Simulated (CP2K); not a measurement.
CP2K run on CuAu (P1, 2 atoms in the cell): self-consistent single point.

Method of the run: CP2K with PBE, GPW, DZVP-MOLOPT-SR-GTH basis, GTH-PBE potentials (GTH_POTENTIALS).

The change in words: lattice scaled by 0.98. Reference geometry:
```
CELL_PARAMETERS angstrom
      2.85070     0.00000     0.00000
      0.00000     2.85070     0.00000
      0.00000     0.00000     3.58161
ATOMIC_POSITIONS crystal
  Cu 0.49451 0.49531 0.50347
  Au 0.00549 0.00469 0.99653
```

Reference input (self-consistent single point, DFT PBE, GPW, DZVP-MOLOPT-SR-GTH basis, GTH-PBE potentials (GTH_POTENTIALS)): CUTOFF = 600 Ry; REL_CUTOFF = 60 Ry; SMEAR/METHOD = FERMI_DIRAC; ELECTRONIC_TEMPERATURE = 1160.45 K; KPOINTS/SCHEME = MONKHORST-PACK 9 9 7; XC_FUNCTIONAL = PBE; Cu/BASIS_SET = DZVP-MOLOPT-SR-GTH-q11; Cu/POTENTIAL = GTH-PBE-q11; Au/BASIS_SET = DZVP-MOLOPT-SR-GTH-q11; Au/POTENTIAL = GTH-PBE-q11; METHOD = GPW; EPS_DEFAULT = 1e-10. This run's input differs from it in these lines:

```diff
@@ -62,5 +62,5 @@
     &CELL
-      A 2.85070000 0.00000000 0.00000000
-      B 0.00000000 2.85070000 0.00000000
-      C 0.00000000 0.00000000 3.58161000
+      A 2.79368600 0.00000000 0.00000000
+      B 0.00000000 2.79368600 0.00000000
+      C 0.00000000 0.00000000 3.50997800
       PERIODIC XYZ
```

The program printed (abridged):

```
 SCF WAVEFUNCTION OPTIMIZATION

  Step     Update method      Time    Convergence         Total energy    Change
     1 NoMix/Diag. 0.30E+00      -     0.57711452       -81.4458245456 -8.14E+01
     2 Broy./Diag. 0.30E+00      -     0.13623893       -83.0891233338 -1.64E+00
     3 Broy./Diag. 0.30E+00      -     0.07950162       -81.8320754636  1.26E+00
     4 Broy./Diag. 0.30E+00      -     0.03772836       -81.5764515908  2.56E-01
     5 Broy./Diag. 0.30E+00      -     0.00645584       -81.3704210109  2.06E-01
     6 Broy./Diag. 0.30E+00      -     0.00162001       -81.3609492274  9.47E-03
   [... 4 lines left out ...]
    11 Broy./Diag. 0.30E+00      -     0.00000131       -81.3724350339  6.16E-06
    12 Broy./Diag. 0.30E+00      -     0.00000058       -81.3724359833 -9.49E-07
    13 Broy./Diag. 0.30E+00      -     0.00000011       -81.3724365065 -5.23E-07
    14 Broy./Diag. 0.30E+00      -     0.00000002       -81.3724361599  3.47E-07
  *** SCF run converged in    14 steps ***

  Overlap energy of the core charge distribution:               0.00000007570737
  Self energy of the core charge distribution:               -122.25611186823146
  Core Hamiltonian energy:                                     40.33731109321209
  Hartree energy:                                              13.64311278514405
  Exchange-correlation energy:                                -13.09624249078529
  Electronic entropic energy:                                  -0.00050575494736
  Fermi energy:                                                 0.35979014053194

  Total energy:                                               -81.37243615990283
  Total energy (extrapolated to T->0):                        -81.37218328242915

                     Mulliken Population Analysis

   [... lines left out ...]

 STRESS| Analytical stress tensor [bar]
 STRESS|                        x                   y                   z
 STRESS|      x        2.26364836524E+05   8.07472557123E+02  -1.36263422632E+03
 STRESS|      y        8.07472557123E+02   2.26613059556E+05  -1.16478942461E+03
 STRESS|      z       -1.36263422632E+03  -1.16478942461E+03   2.28058347816E+05
 STRESS| 1/3 Trace                                             2.27012081299E+05
```

The run converged in 14 iterations. Against the reference run the free energy goes up by 84.3 meV/atom, the pressure goes from 9.65 to 22.70 GPa and the largest force goes from 0.270 to 0.351 eV/Å.

The starting cell comes from a database of computed structures (which also holds hypothetical and non-ambient phases and stackings), without a prior relaxation at this level. Its atoms were displaced at random from the sites of space group no. 123. For this run, on top of that: lattice scaled by 0.98. Spin polarisation is off. Values carry the incompleteness of an atom-centred basis. With a pressure of about 23 GPa the cell is away from its equilibrium volume at this level.

Cost on one core of a shared machine: roughly 50 s.
